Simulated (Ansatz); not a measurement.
For cubic perovskite CsSrF3, r²SCAN+SOC (plane waves, PAW; Ansatz, an electronic-structure program) gives:

| Item | Result |
|---|---|
| lattice parameter a | 4.763 Å |
| bulk modulus | 44.9 GPa |
| band gap | 7.14 eV |

### Question
What does HSE06 (Ansatz, PAW) give for the same quantities?

### Answer

- lattice constant a: 4.789 Å (grows by 0.5 %)
- bulk modulus: 41.5 GPa (drops by 7.6 %)
- band gap: 8.32 eV (rises by 1.18 eV)

Changes are worked out from the printed values.

Unless a cell is named, each level is at its own relaxed cell (r²SCAN+SOC 21.62, HSE06 21.96 Å³/atom).

Spin–orbit coupling is included only where a level's name says +SOC; with heavier elements it mostly lowers gaps and can invert bands. Density-functional gaps are differences of (generalised) Kohn–Sham levels.

Caveats: the relaxation could not lower the start's symmetry, so the cell can be a saddle point above a distorted one (r²SCAN+SOC, HSE06). Ansatz's density-functional and Hartree–Fock values are scalar-relativistic unless marked +SOC, with PAW data made under PBE.
